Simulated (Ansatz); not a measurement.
An Ansatz (a program for electronic structure) run: Ta5Si3 with a change (pressure 0.3 GPa); Kohn–Sham DFT with the PBEsol functional, run in Ansatz with PAW and 420 eV plane waves, spin-orbit coupling left out.

Input:

Ansatz 0.2 input:
```yaml
crystal:
  lattice:
    - [-3.2517568104, 3.2517568104, 5.9070228983]
    - [3.2517568104, -3.2517568104, 5.9070228983]
    - [3.2517568104, 3.2517568104, -5.9070228983]
  atoms:
    - { symbol: Ta, position: [0.0144226151, 0.1850380816, 0.5] }
    - { symbol: Ta, position: [0.9855773849, 0.8149619184, 0.5] }
    - { symbol: Ta, position: [0.1850380816, 0.6850380816, 0.1706154665] }
    - { symbol: Ta, position: [0.8149619184, 0.3149619184, 0.8293845335] }
    - { symbol: Ta, position: [0.6850380816, 0.5144226151, 0.5] }
    - { symbol: Ta, position: [0.3149619184, 0.4855773849, 0.5] }
    - { symbol: Ta, position: [0.5144226151, 0.0144226151, 0.8293845335] }
    - { symbol: Ta, position: [0.4855773849, 0.9855773849, 0.1706154665] }
    - { symbol: Ta, position: [0.5, 0.5, 0] }
    - { symbol: Ta, position: [0, 0, 0] }
    - { symbol: Si, position: [0.1302016662, 0.6302016662, 0.7604033325] }
    - { symbol: Si, position: [0.8697983338, 0.3697983338, 0.2395966676] }
    - { symbol: Si, position: [0.6302016662, 0.8697983338, 0.5] }
    - { symbol: Si, position: [0.3697983338, 0.1302016662, 0.5] }
    - { symbol: Si, position: [0.75, 0.75, 0] }
    - { symbol: Si, position: [0.25, 0.25, 0] }
basis: { ecutwfc: 420, ecutrho_ratio: 4, xc_grid: 2, fft_grid_basis: typed }
kpoints: { mp_grid: { grid: [8, 8, 8] } }
hamiltonian:
  xc: pbesol
  dispersion: none
  pseudopotentials: { kind: paw }
scf: { occupations: { method: fermi_dirac, width: 0.05 } }
relax: { f_tol: 0.01, max_steps: 60, cell: { stress_tol: 0.02, p_target: 0.3 } }
output: { forces: true, stress: true }
checkpoint: { write: state.ck, write_every: 1000 }
```

Output (explanatory and most iteration lines left out):

```
Relaxation: its limit of steps is 60 (relax.max_steps)
Pseudopotential: Ta, paw, valence charge 13
Pseudopotential: Si, paw, valence charge 4
Crystal: 16 atoms, lattice volume = 249.842 Å³
Basis set: ecut = 420 eV, 4931 PW (Γ), exchange–correlation on 108×108×108 points (8 copies of the dense FFT grid, shifted against one another)
Bands: 93, of which v1, the nominal top of the filled ones, is band 77 counted from 1 (76 counted from 0)
Symmetry: 16 space group operations
Space group: I4/mcm (ITA 140), of the structure as read, at distance tolerance 6.3e-5 Å
k-points: 59 of 512
Functional: x = pbesol(κ = 0.804, μ = 0.12345679012345678), c = pbesol(β = 0.046)
SCF iter   1: F=—  HF=-101804.734289 eV  |F-HF|=—  |Δ(HF+E_count)|=         —  Δρ=3.82e-3  dr2=6.18e-2  ethr=1.77e-3  ⟨swp⟩=6.2  Hψ=22724  notcnv=0  defer=3
SCF iter   2: F=—  HF=-101804.724084 eV  |F-HF|=—  |Δ(HF+E_count)|=   1.02e-2  Δρ=2.03e-3  dr2=1.56e-2  ethr=4.02e-5  ⟨swp⟩=2.0  Hψ=7139  notcnv=0  defer=56
SCF 1 converged in 7 iterations: F = -101804.720611 eV  dr2 = 1.45e-9
relax step   1: F+E_penalty+E_count = -101804.72061077 eV  Δ(F+E_penalty+E_count) = +0.000e0 eV  max|allowed force component| = 3.437e-3 eV/Å  Δτ_max = 0.0000 Å  P = +0.002 GPa  Ω = 249.842 Å³  (7 SCF iters, dr2 threshold 1.00e-7 eV, accepted)
[... steps on the carried basis left out ...]
relax step   4: F+E_penalty+E_count = -101804.72032019 eV  Δ(F+E_penalty+E_count) = +1.037e-4 eV  max|allowed force component| = 3.189e-3 eV/Å  Δτ_max = 0.0000 Å  P = +0.292 GPa  Ω = 249.526 Å³  stress off target by 1.81e-2 GPa  SCF on the basis re-selected at this cell (its energy is not comparable with the rows above)  (4 SCF iters)
SCF converged after 4 iterations
Free energy (F): -101804.720320 eV
Internal energy: -101804.671062 eV  (E = F + TS)
E sigma→0 (E₀):  -101804.695691 eV
Entropy (-TS):   -0.049259 eV (-3.079 meV/atom)
Fermi energy:    17.654925 eV
--- Forces (eV/Å), atoms counted from 1 ---
  atom   1  Ta    -0.00001985     0.00001985     0.00318896
  atom   2  Ta     0.00001985    -0.00001985    -0.00318896
  atom   3  Ta    -0.00001985    -0.00001985     0.00318896
  atom   4  Ta     0.00001985     0.00001985    -0.00318896
  atom   5  Ta     0.00001985    -0.00001985     0.00318896
  atom   6  Ta    -0.00001985     0.00001985    -0.00318896
  atom   7  Ta     0.00001985     0.00001985     0.00318896
  atom   8  Ta    -0.00001985    -0.00001985    -0.00318896
  atom   9  Ta     0.00000000     0.00000000    -0.00000000
  atom  10  Ta     0.00000000    -0.00000000     0.00000000
  atom  11  Si     0.00057966     0.00057966     0.00000000
  atom  12  Si    -0.00057966    -0.00057966     0.00000000
  atom  13  Si    -0.00057966     0.00057966     0.00000000
  atom  14  Si     0.00057966    -0.00057966    -0.00000000
  atom  15  Si    -0.00000000     0.00000000     0.00000000
  atom  16  Si     0.00000000    -0.00000000     0.00000000
--- Stress (GPa, compression-positive) ---
        0.296896       0.000000       0.000000
        0.000000       0.296896       0.000000
        0.000000       0.000000       0.281853
  P = ⅓ Tr σ = 0.2919 GPa (2.919 kbar)
--- Relaxed structure (3 steps of the walk, 2 accepted, 1 SCFs on fresh bases) ---
  cell:  # Å, volume = 249.5256 Å³
    - [-3.2503829695537596, 3.2503829695537596, 5.9045402800351905]
    - [3.2503829695537596, -3.2503829695537596, 5.9045402800351905]
    - [3.2503829695537596, 3.2503829695537596, -5.9045402800351905]
  atoms:
    - { symbol: Ta, position: [0.0143855931757014, 0.1850314270093095, 0.5] }
    - { symbol: Ta, position: [0.9856144068242986, 0.8149685729906905, 0.5] }
    - { symbol: Ta, position: [0.1850314270093094, 0.6850314270093094, 0.1706458338336081] }
    - { symbol: Ta, position: [0.8149685729906905, 0.3149685729906905, 0.8293541661663919] }
    - { symbol: Ta, position: [0.6850314270093094, 0.5143855931757013, 0.5] }
    - { symbol: Ta, position: [0.3149685729906905, 0.4856144068242987, 0.5] }
    - { symbol: Ta, position: [0.5143855931757013, 0.014385593175701317, 0.8293541661663919] }
    - { symbol: Ta, position: [0.48561440682429863, 0.9856144068242986, 0.17064583383360815] }
    - { symbol: Ta, position: [0.49999999999999994, 0.49999999999999994, -2.894819800536297e-17] }
    - { symbol: Ta, position: [1.1208500417077922e-21, 5.998806109400549e-22, -2.894819800536297e-17] }
    - { symbol: Si, position: [0.13022345278070135, 0.6302234527807014, 0.7604469055614027] }
    - { symbol: Si, position: [0.8697765472192988, 0.36977654721929865, 0.23955309443859737] }
    - { symbol: Si, position: [0.6302234527807012, 0.8697765472192989, 0.5] }
    - { symbol: Si, position: [0.36977654721929876, 0.1302234527807013, 0.5] }
    - { symbol: Si, position: [0.75, 0.75, -2.894819800536297e-17] }
    - { symbol: Si, position: [0.24999999999999994, 0.24999999999999994, -2.894819800536297e-17] }
```

Load acts through the strain it causes; cell and atoms are relaxed under it. Whether these cells are dynamically stable was not tested. All final runs are without spin polarisation. The cell was made from Ta$_{5}$Si$_{3}$ (space group I4/mcm, No. 140) by this change: pressure 0.3 GPa.
